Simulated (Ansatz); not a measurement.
Effect of uniaxial stress, 1 GPa compression along z on hypothetical I-4 MgIn2O4

Start from MgIn₂O₄ (space group I-4, No. 82; a = 4.837 Å, c = 9.982 Å; a hypothetical phase, not in the database extracts checked). Axes: x, y, z lie along a, b, c of the conventional cell.

Now apply this change: uniaxial stress, 1 GPa compression along z; all other stress components relax to zero.

Method: PBE (Ansatz, a program for electronic structure, PAW, no SOC). Settings: 10×10×10 k-points, 0.05 eV Fermi–Dirac smearing.

The volume per atom drops by 0.03 Å³, from 16.68 Å³ to 16.65 Å³ and the space group is still I-4 (No. 82). The shortest interatomic distance is nearly the same (1.991 Å against 1.992 Å) and the energy goes up by 1.2 meV/atom. The band gap rises by 0.04 eV, from 1.38 eV to 1.42 eV (an upper bound: an edge found on the path is not a true extremum; the changed cell) and the strain response (xx, yy, zz) amounts to (+1.01, +1.01, −2.19) %.

Final structure:

```yaml
crystal:
  lattice:
    - [-2.44300, 2.44300, 4.88151]
    - [2.44300, -2.44300, 4.88151]
    - [2.44300, 2.44300, -4.88151]
  atoms:
    - { symbol: In, position: [0.50000, 0.50000, 0.00000] }
    - { symbol: In, position: [0.25000, 0.75000, 0.50000] }
    - { symbol: Mg, position: [0.00000, 0.00000, 0.00000] }
    - { symbol: O, position: [0.32687, 0.84334, 0.95080] }
    - { symbol: O, position: [0.89254, 0.37607, 0.04920] }
    - { symbol: O, position: [0.15666, 0.10746, 0.48353] }
    - { symbol: O, position: [0.62393, 0.67313, 0.51647] }
```

Stability under load was not tested beyond the relaxation.
